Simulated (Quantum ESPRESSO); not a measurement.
Band structure of SrSi (Pm-3m, 2 atoms in the cell).

```xyz
2
Lattice="3.8034 0.0000 0.0000 0.0000 3.8034 0.0000 0.0000 0.0000 3.8034" Properties=species:S:1:pos:R:3 pbc="T T T"
Sr     0.0000     0.0000     0.0000
Si     1.9017     1.9017     1.9017
```

Method: LDA (PZ), PSlibrary PAW (LDA) pseudopotentials (plane waves; Quantum ESPRESSO).

Settings: ecutwfc = 50 Ry; ecutrho = 350 Ry; occupations = smearing; smearing = marzari-vanderbilt; degauss = 0.0099958 Ry; potentials = {Sr: Sr.pz-spn-kjpaw_psl.1.0.0.UPF, Si: Si.pz-n-kjpaw_psl.1.0.0.UPF}; K_POINTS = automatic 6 6 6 1 1 1; nbnd = 19; conv_thr = 1e-09 Ry; mixing_beta = 0.3.

The starting cell comes from a database of computed structures (which also holds hypothetical and non-ambient phases and stackings), without a prior relaxation at this level.

Levels in eV from the Fermi level, bands 4 to 11:
```csv
point,4,5,6,7,8,9,10,11
Γ,-17.23,-8.38,0.68,0.68,1.30,1.30,1.30,4.36
X,-17.19,-6.84,-3.63,0.54,0.54,1.89,5.08,5.99
M,-17.16,-6.69,-1.61,-1.61,0.52,2.25,3.34,3.34
R,-17.49,-5.44,-2.47,-2.47,-2.47,4.14,4.14,4.14
```

Bands cross the Fermi level along this path, so the cell is metallic at this level.
